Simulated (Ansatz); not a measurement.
Results of PBE-D3(BJ) (PAW; Ansatz, a program for electronic structure) for L1₂ (Cu3Au-type) Ni3Fe.

Numerical settings: plane-wave cutoff 520 eV, 18×18×18 k mesh, Fermi–Dirac smearing 0.043 eV (set by the program), spin-polarised with parallel moments, scalar-relativistic PAW data made under PBE.

Computed at the level's own relaxed cell.

Elastic tensor (GPa, Voigt notation, ions relaxed):

```
  301.8   168.0   168.0     0.0     0.0     0.0
  168.0   301.8   168.0     0.0     0.0     0.0
  168.0   168.0   301.8     0.0     0.0     0.0
    0.0     0.0     0.0   144.7     0.0     0.0
    0.0     0.0     0.0     0.0   144.7     0.0
    0.0     0.0     0.0     0.0     0.0   144.7
```

Worked from these constants: the tetragonal shear constant is C′ = (C11 − C12)/2 = 66.9 GPa against C44 = 144.7 GPa, so the tetragonal shear is the softer. The Zener ratio C44/C′ is 2.16 (1 for an isotropic solid), and the Cauchy pressure C12 − C44 is 23.3 GPa. With C11 + 2C12 = 637.8 GPa all three Born conditions hold; they don't test modes at the zone boundary.

Note: the dispersion coefficients are held fixed in the derivatives.

Static lattice: no zero-point or thermal effects.
